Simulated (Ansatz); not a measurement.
# Short convergence ladders for ZrNi (Cm, 4 atoms in the cell)

```xyz
4
Lattice="1.6394 -5.0462 0.0000 1.6394 5.0462 0.0000 0.0000 0.0000 4.0574" Properties=species:S:1:pos:R:3 pbc="T T T"
Zr     1.6394    -1.3910     1.0644
Zr     1.6394     1.3910     3.0431
Ni     1.6394    -4.2068     1.0144
Ni     1.6394     4.2068     3.0431
```

Base method: PBEsol, default PAW files made with PBE (plane waves; Ansatz, a program for electronic structure).

Base settings: basis.ecutwfc = 420 eV; kpoints.mp_grid.grid = 6 6 4; hamiltonian.xc = pbesol; hamiltonian.pseudopotentials = {kind: paw} (the program's default PAW files); scf.occupations.method = fermi_dirac; scf.occupations.width = 0.1 eV.

The count of work is k-points × plane waves × bands × iterations; it is no time. Core times come from one kind of shared machine, to one figure; runs under 30 s give none.

**The cutoff for other potential files**

Level: DFT, PBEsol, plane waves, harder PAW files (source: ansatz) made with PBE.

In this ladder: hamiltonian.pseudopotentials = {kind: paw, source: ansatz}.

The second cell is the first with its lattice scaled by 0.98.

The mesh stays at the base's, so the ladder's end is converged at best in this setting alone.

The first pressure column holds Ansatz's estimate of the finite-basis (Pulay) stress, which hides part of the cutoff error; the other is without it.

Only quantities that move along the ladder and can be compared are tabulated.

```tsv
basis.ecutwfc	free energy less the last step's (meV/atom)	energy of the compressed cell less the first (meV/atom)	pressure (GPa)	pressure without the Pulay estimate (GPa)	largest difference of a force vector from the last step's (eV/Å)	count of work / last	core time / last (rough)
415 eV	4733.80	3.67	-4.68	-233.97	0.418	0.11	–
505 eV	890.56	-1.28	-5.09	-59.19	0.076	0.14	–
645 eV	52.98	-5.12	-5.19	-9.98	0.002	0.21	0.3
780 eV	2.29	-5.60	-5.25	-5.51	0.000	0.27	0.3
920 eV	0.42	-5.62	-5.26	-5.26	0.000	0.35	0.3
1105 eV	0.26	-5.63	-5.26	-5.26	0.000	0.46	0.5
1380 eV	0.10	-5.63	-5.26	-5.26	0.000	0.65	0.5
1840 eV	0.00	-5.63	-5.26	-5.26	0.000	1.0	1
```

Coarsest basis.ecutwfc that holds the free energy within 2 meV/atom of the last step, with all finer ones: 920 eV, at 0.35 of the last step's count of work and about 0.3 of the last step's time; the step before is off by 2.3 meV/atom.

Coarsest basis.ecutwfc that holds the pressure within 0.05 GPa of the last step, with all finer ones: 780 eV, at 0.27 of the last step's count of work and about 0.3 of the last step's time; the step before is off by 0.06 GPa.

Coarsest basis.ecutwfc that holds the forces within 0.02 eV/Å of the last step, with all finer ones: 645 eV, at 0.21 of the last step's count of work and about 0.3 of the last step's time; the step before is off by 0.076 eV/Å.

The energy difference between the two cells stays within 1 meV/atom of the last step's from 645 eV on, the total only from 920 eV on: much of the error is common to both cells and cancels.

At the lowest cutoff the pressure without the Pulay estimate lies 229 GPa under the last step's, the usual sign of Pulay stress in an incomplete plane-wave basis.

**The density cutoff**

The mesh stays at the base's, so the ladder's end is converged at best in this setting alone.

Only quantities that move along the ladder and can be compared are tabulated.

| basis.ecutrho_ratio | free energy less the last step's (meV/atom) | pressure (GPa) |
|---|---|---|
| 2 | -4.05 | -4.97 |
| 3 | -0.06 | -5.24 |
| 4 | 0.00 | -5.24 |
| 5 | 0.00 | -5.24 |
| 6 | 0.00 | -5.24 |
| 8 | 0.00 | -5.24 |
| 10 | 0.00 | -5.24 |
| 12 | 0.00 | -5.24 |
| 16 | 0.00 | -5.24 |

Coarsest basis.ecutrho_ratio that holds the free energy within 1 meV/atom of the last step, with all finer ones: 3; the step before is off by 4.0 meV/atom.

Coarsest basis.ecutrho_ratio that holds the pressure within 0.2 GPa of the last step, with all finer ones: 3; the step before is off by 0.27 GPa.

**The relaxed cell against the cutoff**

On ZrNi (Cmcm, 4 atoms in the cell): atoms on their sites.

In this ladder: relax = cell and atoms.

The mesh stays at the base's, so the ladder's end is converged at best in this setting alone.

Only quantities that move along the ladder and can be compared are tabulated.

```csv
basis.ecutwfc,relaxed volume (Å³/atom),relaxation steps,core time / last (rough)
295 eV,16.215,25,0.8
355 eV,16.161,10,0.4
420 eV,16.156,8,0.5
505 eV,16.156,8,0.5
630 eV,16.155,8,0.7
840 eV,16.155,8,1
```

Coarsest basis.ecutwfc that holds the relaxed volume within 0.032 Å³/atom of the last step, with all finer ones: 355 eV, at about 0.4 of the last step's time; the step before is off by 0.060 Å³/atom.

At the lowest cutoff the cell relaxes to a volume 0.4 % larger than at the highest. Ansatz relaxes on a stress corrected for the finite basis.

On the base run: the starting cell comes from a database of computed structures (which also holds hypothetical and non-ambient phases and stackings), without a prior relaxation at this level. Its lattice was rescaled by up to half a per cent. One atom was moved a little off its site on purpose. Spin polarisation is off. Without a gap this mesh is coarse (it stands for a supercell whose shortest vector is 16 Å).

Left out of this page: 2 runs of the series stopped by limits of time or memory.

Keys are those of Ansatz 0.2.
